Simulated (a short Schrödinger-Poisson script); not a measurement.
Stack: MOS inversion layer, SiO2 on p-type Si(100), at 400 K.

From the gate side: 2 nm SiO2; 320 nm Si, acceptors 1.8e18 cm⁻³.

Constants are typed, rounded textbook-type inputs, not results; the design itself was drawn at random and stands for no fabricated device. SiO2: permittivity 3.9, conduction-band edge (eV) 3.15, gap (eV) 9, electron mass (mₑ) 0.5. Si: permittivity 11.7, conduction-band edge (eV) 0, gap (eV) 1.124, Nv at 300 K (cm⁻³) 3.1e19.

Channel valleys (confinement mass, in-plane density-of-states mass, number): Δ2 0.916, 0.19, 2; Δ4 0.19, 0.417, 4. At the gate the conduction-band edge of layer 1 lies 3.46 eV − eVg above the Fermi level of the channel; the field vanishes at the back. Gaps are held at their typed values at every temperature. Mesh 0.03 nm at interfaces.

Solved with a short Schrödinger-Poisson script written for these runs: 1D Poisson equation in equilibrium, electrons quantum, Hartree (BenDaniel-Duke, 12 states a valley, the channel's in-plane mass for all, wave functions free to enter the dielectric), parabolic valleys, classical holes, full ionisation, no traps, pinning or gate leakage.

| Vg (V) | electrons (cm⁻²) | C (μF/cm²) | Δ2 E0 (meV from the Fermi level) | Δ4 E0 (meV from the Fermi level) |
|---|---|---|---|---|
| 0.6 | 6.19e9 | 0.353 | 251.6 | 320.3 |
| 0.7 | 5.04e10 | 0.449 | 178.4 | 249.1 |
| 0.8 | 2.74e11 | 0.775 | 118.9 | 191.7 |
| 0.9 | 7.73e11 | 1.07 | 81.6 | 156.6 |
| 1 | 1.45e12 | 1.22 | 58.3 | 135.3 |
| 1.1 | 2.21e12 | 1.30 | 41.8 | 121.0 |
| 1.2 | 3.01e12 | 1.35 | 29.1 | 110.3 |
| 1.3 | 3.85e12 | 1.38 | 18.6 | 101.8 |
| 1.4 | 4.71e12 | 1.40 | 9.6 | 94.7 |
| 1.5 | 5.59e12 | 1.42 | 1.7 | 88.7 |
| 1.6 | 6.48e12 | 1.44 | -5.5 | 83.4 |
| 1.7 | 7.37e12 | 1.45 | -12.1 | 78.6 |
| 1.8 | 8.28e12 | 1.46 | -18.2 | 74.3 |
| 1.9 | 9.19e12 | 1.47 | -23.9 | 70.3 |
| 2 | 1.01e13 | 1.48 | -29.3 | 66.5 |
| 2.1 | 1.10e13 | 1.48 | -34.5 | 63.1 |
| 2.2 | 1.20e13 | 1.49 | -39.4 | 59.8 |

Gate voltages with under 1e9 electrons/cm² are left out.

Problem. At Vg = 2.2 V the lowest Δ2 subband lies at -39.4 meV from the Fermi level. How many electrons does it hold, and what share of all?

Solution. The two-dimensional density of states is g m/(πħ²) = 1.59e11 cm⁻² meV⁻¹ (both spins), kT = 34.5 meV, so n = D kT ln(1 + exp(−E/kT)) = 7.76e12 cm⁻², 0.65 of the 1.20e13 cm⁻² in all.

Problem. Compare the slope of the sheet density between 2 and 2.2 V with the geometric capacitance of the layers between gate and channel.

Solution. q Δn/ΔV = 1.52 μF/cm²; ε0/Σ(t/ε) = 1.73 μF/cm². The ratio is 0.88: the channel acts as a further capacitance in series.
